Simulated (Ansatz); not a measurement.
For CsCl-type BaO (model structure), LDA in Ansatz (plane waves, PAW) gives:

```
Item                          Value
-------------------  --------------
lattice parameter a         3.238 Å
formation enthalpy   -2.608 eV/atom
```

What does PBEsol (plane waves, PAW; Ansatz, an electronic-structure program) give for the same quantities?


- lattice constant a: 3.276 Å (grows by 1.2 %)
- formation enthalpy: -2.338 eV/atom (moves by +0.270 eV/atom)

Changes are worked out from the printed values.

Unless a cell is named, each level is at its own relaxed cell (LDA 16.98, PBEsol 17.57 Å³/atom).

Ansatz's density-functional and Hartree–Fock values are scalar-relativistic unless marked +SOC, with PAW data made under PBE.

A model structure was made by putting elements into a prototype or built by hand; it is no filed structure, need not be a known phase, and can be a saddle point held by its symmetry.
